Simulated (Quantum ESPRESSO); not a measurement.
**Equation of state of wurtzite ZnS (space group 186): energy against volume (Quantum ESPRESSO, PBEsol)**

```xyz
4
Lattice="3.7091 0.0000 0.0000 -1.8545 3.2122 0.0000 0.0000 0.0000 6.0782" Properties=species:S:1:pos:R:3 pbc="T T T"
Zn     0.0000     2.1414     0.0000
Zn     1.8545     1.0707     3.0391
S      0.0000     2.1414     2.2793
S      1.8545     1.0707     5.3185
```

Method: PBEsol, GBRV 1.5 ultrasoft (PBESOL) pseudopotentials (plane waves; Quantum ESPRESSO 7.5). Settings: ecutwfc = 65 Ry; ecutrho = 325 Ry; occupations = smearing; smearing = fermi-dirac; degauss = 0.000734986 Ry; potentials = {Zn: zn_pbesol_v1.uspp.F.UPF, S: s_pbesol_v1.4.uspp.F.UPF}; K_POINTS = automatic 10 10 6 0 0 0; conv_thr = 1e-10 Ry. The cell above is the first row's. The rows scale it uniformly. In all rows fractional positions and the k mesh are held. E is the free energy at the stated smearing, counted from the lowest row.

```csv
V (Å^3/atom),E (meV/atom)
18.104,?
18.498,7.83
18.891,1.73
19.285,0.00
19.679,2.18
20.072,7.84
20.466,16.63
20.859,28.22
21.253,42.31
```

Problem. Using the third-order Birch-Murnaghan form, a cubic in V^(-2/3), estimate the missing E at V = 18.104 from the other rows, showing the fit.

Solution. With u = V^(-2/3) - 0.136, the rows have u = 0.006972, 0.004982, 0.003055, 0.001193, -0.000604, -0.002347, -0.004031, -0.005667. Least squares gives E = 5.548 - 3468.77·u + 537964·u² + 930934·u³. Residuals (row less fit): 0.001, -0.004, 0.002, 0.003, 0.001, -0.010, 0.009, -0.003; standard error 0.008 (degrees of freedom: 4). Its minimum lies at u = 0.003197, so V0 = (0.139197)^(-3/2) = 19.26. There d²E/du² = 1094000 and d³E/du³ = 5586000, so B0 = (4/9) × 19.26^(-7/3) × 1094000 × 0.160218 = 78.4 GPa (the last factor turns the table's units into GPa), and B0' = 4 + (2/3) × 0.139197 × (5586000)/1094000 = 4.5. The program's pressures in the fitted runs (not shown) pass through zero at V = 19.23, 0.13 % from this V0. At the withheld row, u = 0.009039, so E = 5.548 - 3468.77 × 0.009039 + 537964 × 0.009039² + 930934 × 0.009039³ = 18.835 meV/atom. The calculation gives 18.82 meV/atom, 0.015 meV/atom below the prediction (under 0.05 % of the range of E in the table). The row lies outside the fitted rows, so this is an extrapolation. From the scatter of the fitted rows alone, a prediction at this place has a standard error of 0.022 meV/atom, so the miss is 0.7 times that.

Carrying the step between the two nearest rows on in a straight line would have given 13.95, off by 4.87; series whose last step already gives the withheld value aren't shown. The scan was laid around a cell of about the measured size, scaled by a guess for this functional; axis ratios and inner coordinates come from that cell. This is the high-temperature polymorph. The runs keep the symmetry of the cell, so they don't test it for distortions. The shape of the cell and the inner coordinates aren't relaxed, so V0 and B0 belong to this uniform scaling; a relaxed crystal lies no higher in energy and is usually softer (forces reach 0.04 eV/Å in these rows). Cutoffs and mesh are single choices, not tested for convergence of this quantity. Series with a scatter that would blur these digits, or in which a gap closes, are not shown. Nor are scans whose minimum lies at an end fitted in this form.
